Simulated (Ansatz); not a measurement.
A self-consistent single point of Cu₂HgGeSe₄ (I-42m, 8 atoms in the cell) with Ansatz (a program for electronic structure)

Level of theory: LDA (PW92), default PAW files made with PBE (plane waves; Ansatz).

Input:

Ansatz 0.2 input:
```yaml
# Cu2HgGeSe4
crystal:
  lattice:
    - [-2.921783, 2.921783, 5.586261]
    - [2.921783, -2.921783, 5.586261]
    - [2.921783, 2.921783, -5.586261]
  atoms:
    - { symbol: Cu, position: [0.750000, 0.250000, 0.500000] }
    - { symbol: Cu, position: [0.250000, 0.750000, 0.500000] }
    - { symbol: Ge, position: [0.500000, 0.500000, 0.000000] }
    - { symbol: Hg, position: [0.000000, 0.000000, 0.000000] }
    - { symbol: Se, position: [0.407780, 0.407780, 0.540580] }
    - { symbol: Se, position: [0.592220, 0.132800, 0.000000] }
    - { symbol: Se, position: [0.867200, 0.867200, 0.459420] }
    - { symbol: Se, position: [0.132800, 0.592220, 0.000000] }
basis:
  ecutwfc: 420.0 eV
kpoints:
  mp_grid: { grid: [4, 4, 4] }
hamiltonian:
  xc: lda
  pseudopotentials: { kind: paw }
scf:
  occupations: { method: gaussian, width: 0.1 eV }
output:
  forces: true
  eigenvalues: true
  stress: true
```

The program printed (abridged):

```
WARN ansatz: RAYON_NUM_THREADS=1 ignored (pool sized by the plan → 1); use --threads N
Pseudopotentials: kind: paw
Pseudopotential: Cu, paw, valence charge 19
Pseudopotential: Ge, paw, valence charge 14
Pseudopotential: Hg, paw, valence charge 20
Pseudopotential: Se, paw, valence charge 16
Crystal: 8 atoms, lattice volume = 190.756 Å³
Basis set: ecut = 420 eV, 3715 PW (Γ)
Bands: 82, of which v1, the nominal top of the filled ones, is band 68 counted from 1 (67 counted from 0)
Symmetry: 8 space group operations
Space group: I-42m (ITA 121), of the structure as read, at distance tolerance 5.8e-5 Å
k-points: 13 of 64 (time reversal used)
PAW frozen core: Cu, regenerated for the run's functional, and the local potential with it
PAW frozen core: Ge, regenerated for the run's functional, and the local potential with it
PAW frozen core: Hg, regenerated for the run's functional, and the local potential with it
PAW frozen core: Se, regenerated for the run's functional, and the local potential with it
Initial density: superposition of atomic densities (neutral atoms: chi_scale 0, normalization atom), corrected by the library's trained network
Initial wavefunctions: pseudopotential atomic-orbital guess
Eigensolver: davidson
Functional: x = slater, c = lda
SCF iter   1: F=—  HF=-52384.185436 eV  |F-HF|=—  |Δ(HF+E_count)|=         —  Δρ=1.00e-2  dr2=9.85e-2  ethr=1.77e-3  ⟨swp⟩=5.4  Hψ=3709  notcnv=0  defer=26
all-band conjugate gradients solve this SCF's bands
preconditioner: auto → Resta (q_TF=auto, 2.579 Å⁻¹)
SCF iter   2: F=—  HF=-52384.191978 eV  |F-HF|=—  |Δ(HF+E_count)|=   6.54e-3  Δρ=9.41e-3  dr2=1.26e-1  ethr=7.24e-5  ⟨swp⟩=2.0  Hψ=2179  notcnv=0  defer=103
SCF iter   3: F=—  HF=-52384.166769 eV  |F-HF|=—  |Δ(HF+E_count)|=   2.52e-2  Δρ=3.01e-3  dr2=8.67e-3  ethr=7.24e-5  ⟨swp⟩=2.0  Hψ=1878  notcnv=0  defer=103
SCF iter   4: F=—  HF=-52384.165115 eV  |F-HF|=—  |Δ(HF+E_count)|=   1.65e-3  Δρ=5.75e-4  dr2=4.78e-4  ethr=6.38e-6  ⟨swp⟩=2.0  Hψ=1350  notcnv=0  defer=38
SCF iter   5: F=—  HF=-52384.165044 eV  |F-HF|=—  |Δ(HF+E_count)|=   7.04e-5  Δρ=1.44e-4  dr2=4.16e-5  ethr=3.51e-7  ⟨swp⟩=2.0  Hψ=1428  notcnv=0  defer=38
SCF iter   6: F=—  HF=-52384.165060 eV  |F-HF|=—  |Δ(HF+E_count)|=   1.59e-5  Δρ=4.95e-5  dr2=7.16e-6  ethr=3.06e-8  ⟨swp⟩=2.0  Hψ=1095  notcnv=0  defer=38
SCF iter   7: F=—  HF=-52384.165061 eV  |F-HF|=—  |Δ(HF+E_count)|=   1.04e-6  Δρ=1.62e-5  dr2=7.55e-7  ethr=5.27e-9  ⟨swp⟩=2.0  Hψ=1418  notcnv=0  defer=38
SCF iter   8: F=-52384.165061 eV  HF=-52384.165061 eV  |F-HF|=5.10e-9  |Δ(HF+E_count)|=   4.62e-8  Δρ=6.88e-6  dr2=9.59e-8  ethr=7.35e-11  ⟨swp⟩=8.0  Hψ=5251  notcnv=0
SCF 1 converged in 8 iterations: F = -52384.165061 eV  dr2 = 9.59e-8
SCF converged after 8 iterations
Free energy (F): -52384.165061 eV
Harris-Foulkes:  -52384.165061 eV  (|F-HF|=5.10e-9)
Internal energy: -52384.160481 eV  (E = F + TS)
E sigma→0 (E₀):  -52384.162771 eV
Entropy (-TS):   -0.004580 eV (-0.572 meV/atom)
Fermi energy:    8.275444 eV
--- Per-component energies (eV) ---
  E_band       = -3232.305365
  E_kinetic    = 1788.022784
  E_local      = -26794.719710  (includes V_loc(G=0)·N_el)
  E_nonlocal   = -1048.513804
  E_hartree    = 12304.173452
  E_xc         = -881.293339
  E_vxc        = -945.225534  (∫ρ·V_xc dr)
  E_paw        = -22105.060521  (= ΣΔE_a)
  E_vpaw       = -840.236660  (= ΣTr[D̂ρ^β])
  E_aug_tail   = -0.000925  (compensation charges beyond the density's cutoff)
  E_ewald      = -15659.021608
  E_core_change = 12.253188  (= ΣΔE_core)
  E_smearing   = -0.004580  (= −TS)
  E_closure    = 0.000000  (closes the sum)
  Σ components = -52384.165061   (vs F -52384.165061, Δ=0.00e0)
--- Forces (eV/Å), atoms counted from 1 ---
  atom   1  Cu     0.00000000    -0.00000000     0.00000000
  atom   2  Cu     0.00000000     0.00000000     0.00000000
  atom   3  Ge     0.00000000     0.00000000    -0.00000000
  atom   4  Hg     0.00000000     0.00000000     0.00000000
  atom   5  Se    -0.09607584    -0.09607584     0.07993204
  atom   6  Se    -0.09607584     0.09607584    -0.07993204
  atom   7  Se     0.09607584     0.09607584     0.07993204
  atom   8  Se     0.09607584    -0.09607584    -0.07993204
  max |Σ_I F_I| component: 4.16e-17 eV/Å
--- Stress (GPa, compression-positive) ---
       -4.848762       0.000000       0.000000
        0.000000      -4.848762      -0.000000
        0.000000      -0.000000      -4.474234
  P = ⅓ Tr σ = -4.7239 GPa (-47.239 kbar)
  The stress holds the Pulay correction. Without it, at fixed plane waves, as pw.x and ABINIT print it: P = -4.7623 GPa
--- Band table (eV; the first three rows and the last of 13) ---
  k-point 0: bands = ["-106.5389", "-102.6957", "-102.6957", "-60.5620", "-60.5620", "-60.5619", "-60.5619", "-60.4760", "-60.4760", "-54.8661", "-54.8381", "-54.8381", "-39.8479", "-39.8478", "-39.8476", "-39.8476", "-39.8276", "-39.8275", [...]
  k-point 1: bands = ["-106.5389", "-102.6958", "-102.6957", "-60.5620", "-60.5619", "-60.5619", "-60.5619", "-60.4760", "-60.4760", "-54.8661", "-54.8381", "-54.8381", "-39.8479", "-39.8478", "-39.8476", "-39.8476", "-39.8275", "-39.8275", [...]
  k-point 2: bands = ["-106.5389", "-102.6958", "-102.6957", "-60.5620", "-60.5620", "-60.5619", "-60.5619", "-60.4760", "-60.4760", "-54.8661", "-54.8381", "-54.8381", "-39.8479", "-39.8478", "-39.8477", "-39.8477", "-39.8275", "-39.8275", [...]
  k-point 12: bands = ["-106.5389", "-102.6958", "-102.6957", "-60.5620", "-60.5620", "-60.5619", "-60.5619", "-60.4760", "-60.4760", "-54.8661", "-54.8381", "-54.8381", "-39.8481", "-39.8476", "-39.8476", "-39.8476", "-39.8276", "-39.8275", [...]
```

The run converged in 8 iterations.

The starting cell comes from a database of computed structures (which also holds hypothetical and non-ambient phases and stackings), without a prior relaxation at this level. Its lattice was rescaled by up to half a per cent. Spin-orbit coupling is off. Spin polarisation is off. With a pressure of about -5 GPa the cell is away from its equilibrium volume at this level. Ansatz's pressure includes its estimate of the finite-basis (Pulay) stress. The run gives no clean gap (levels at the Fermi energy touch, overlap or are partly filled at this smearing), which alone does not show that the compound is a metal.
